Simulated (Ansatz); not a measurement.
Consider InSe in the beta-GaS type structure (space group P6_3/mmc, No. 194; a = 4.032 Å, c = 16.764 Å; layered, stacked along the Cartesian z axis). Axes: x lies along a and z along c of the hexagonal cell.

All numbers come from PBE-D3(BJ) (Ansatz, a program for electronic structure; PAW; 420 eV plane waves; no spin-orbit coupling).

Base values:

```
Property     Value
--------  --------
Pressure  0.00 GPa
```

It is then changed as follows: compressive biaxial strain of 0.45 % in the plane normal to [001], as in epitaxy on a mismatched substrate; the out-of-plane cell vector and the atoms relax.

Question: Predict the new pressure and out-of-plane strain.

Answer: The pressure (mean of the normal stresses, compression positive) goes from zero to 0.23 GPa; the out-of-plane strain is +0.32 %.

No phonon test of stability was made.
